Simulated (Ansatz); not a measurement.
Start from Cu3N (space group Pm-3m, No. 221; a = 3.765 Å). Axes: x, y, z lie along the cube axes.

Perturbation: the cell is stretched by 2.76 % along y with no lateral relaxation, atoms relaxed at fixed cell.

Levels (all Ansatz, an electronic-structure program, PAW, earlier PAW set): PBEsol (420 eV, no spin-orbit coupling); HSE06 (420 eV, no spin-orbit coupling); PBEsol+SOC (420 eV, spin-orbit coupling included).

At the geometry relaxed with PBEsol, these levels gave the following band gaps, in shuffled order: (a) zero, (b) 0.10 eV, (c) 0.89 eV.

Q: Match each gap to its level.

A: (a) PBEsol+SOC; (b) PBEsol; (c) HSE06.

Single points use the geometry relaxed with PBEsol. HSE06 gaps are upper bounds (no full band path). Differences between runs with and without spin-orbit coupling are approximate. The cells carry an imposed strain or load. Whether these cells are dynamically stable was not tested. The runs without spin-orbit coupling are not spin-polarised. Gaps under 0.05 eV, about the width of the smearing, are given as zero. A zero or small gap of Cu3N can be the functional's error rather than a property of the material.
